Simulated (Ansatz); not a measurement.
Start from CaO in the rock salt structure (space group Fm-3m, No. 225; a = 4.831 Å).

Computed with PBE (Ansatz, a quantum-chemistry and plane-wave program; PAW; 420 eV plane waves; no spin-orbit coupling).

Strains are applied to the cell and any free atomic positions relax.

One change was made to it. Results:

| quantity | base | after |
|---|---|---|
| band gap | 3.66 eV | 3.62 eV |
| gap character | indirect, Γ → X | indirect, Γ → X |
| energy relative to the base (free energy F) | 0 meV/atom | +42 meV/atom |
| electron mass | 1.4 mₑ along k, 0.44 mₑ across (at X) | 1.4 mₑ along k, 0.41 mₑ across (at X) |

Problem. What was done to the base?
(A) isotropic strain −0.50 %
(B) isotropic strain +2.00 %
(C) isotropic strain −2.50 %
(D) isotropic strain −3.00 %
(E) isotropic strain +1.00 %

Solution. D, isotropic strain −3.00 %. For comparison, the energy relative to the base in the other runs: isotropic strain −2.50 % gives +28 meV/atom; isotropic strain +1.00 % gives +4.0 meV/atom; isotropic strain +2.00 % gives +16 meV/atom; isotropic strain −0.50 % gives +1.1 meV/atom.

Masses are band curvatures over ±0.01 Å⁻¹ around the edge. Along k means along the line from Γ to the band edge. No phonon test of stability was made.
